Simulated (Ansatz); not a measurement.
Consider TiC in the rock salt structure (space group Fm-3m, No. 225; relaxed with 0.1 eV smearing).

```xyz
2
Lattice="0.0000 2.1467 2.1467 2.1467 0.0000 2.1467 2.1467 2.1467 0.0000" Properties=species:S:1:pos:R:3 pbc="T T T"
Ti     0.0000     0.0000     0.0000
C      2.1467     2.1467     2.1467
```

Cartesian axes are those of the cell as printed.

Method: plane-wave PAW DFT at the PBEsol level (Ansatz, a first-principles code, 420 eV), no spin-orbit coupling.

It is then changed as follows: uniaxial strain ε_zz = −2.50 %, all other strain components held at zero, atoms relaxed at fixed cell.

Task: Predict the stress tensor and what it implies for the stiffness.

Result: Stress of the strained cell less that of the base (GPa, compression positive):
```
    3.2     0.0     0.0
    0.0     3.2     0.0
    0.0     0.0    15.9
```

Then −Δσ_ii/ε with ε = -0.0250 gives secant stiffness values (nonlinear terms included at this strain): C33 ≈ 637 GPa, C13 ≈ 129 GPa and C23 ≈ 129 GPa.

As a check, the harmonic strain energy −½ V₀ Δσ:ε is 12 meV/atom; the computed energy rise is 12 meV/atom.

Whether these cells are dynamically stable was not tested. All final runs are without spin polarisation.
